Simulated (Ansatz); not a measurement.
## AlRu: response to strain

Take AlRu in the CsCl type structure (space group Pm-3m, No. 221; a = 2.983 Å; relaxed with 0.1 eV smearing) as the base. Axes: x, y, z lie along the cube axes.

Strains are applied to the cell and any free atomic positions relax; under biaxial strain the out-of-plane vector relaxes too.

The values are results of r2SCAN, PAW, 500 eV (Ansatz, a quantum-chemistry and plane-wave program; spin-orbit coupling left out), not measurements.

```tsv
biaxial strain, plane normal [111], relaxed out of plane (%)	out-of-plane strain (%)
-2.5	1.86
-2.08	1.51
-1.67	1.18
-1.25	0.86
-0.83	0.56
-0.42	?
0	0.00
```

Q: Fit ε⊥ = −νε + γε² (strains in %) to the rows shown and predict the withheld row.

A: Least squares on the printed values gives ν = 0.63 (the biaxial Poisson response) and γ = 0.044 (largest residual 0.00 %); this predicts 0.27 %, and the run gives 0.27 %, in agreement.

Whether these cells are dynamically stable was not tested. The final runs are not spin-polarised.
